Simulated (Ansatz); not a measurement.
Take HfO₂ (space group P2_1/c, No. 14) as the base.

```
CELL_PARAMETERS angstrom
      5.11418     0.00000     0.00000
      0.00000     5.18192     0.00000
     -0.87081     0.00000     5.22378
ATOMIC_POSITIONS crystal
  Hf 0.27620 0.04186 0.20826
  Hf 0.72380 0.54186 0.29174
  Hf 0.72380 0.95814 0.79174
  Hf 0.27620 0.45814 0.70826
  O  0.07004 0.33376 0.34403
  O  0.92996 0.83376 0.15597
  O  0.92996 0.66624 0.65597
  O  0.07004 0.16624 0.84403
  O  0.44797 0.75767 0.47848
  O  0.55203 0.25767 0.02152
  O  0.55203 0.24233 0.52152
  O  0.44797 0.74233 0.97848
```

Cartesian axes are those of the cell as printed.

Level of theory: Ansatz (a first-principles code), r2SCAN, PAW, cutoff 500 eV, scalar-relativistic without spin-orbit coupling, earlier PAW set.

It is then changed as follows: biaxial strain +3.97 %, plane normal [001], relaxed out of plane (Cartesian); in-plane vectors clamped, the third vector and the atoms free.

**Question.** Predict the new out-of-plane strain.

**Answer.** The out-of-plane strain amounts to -3.14 %.

No phonon test of stability was made.
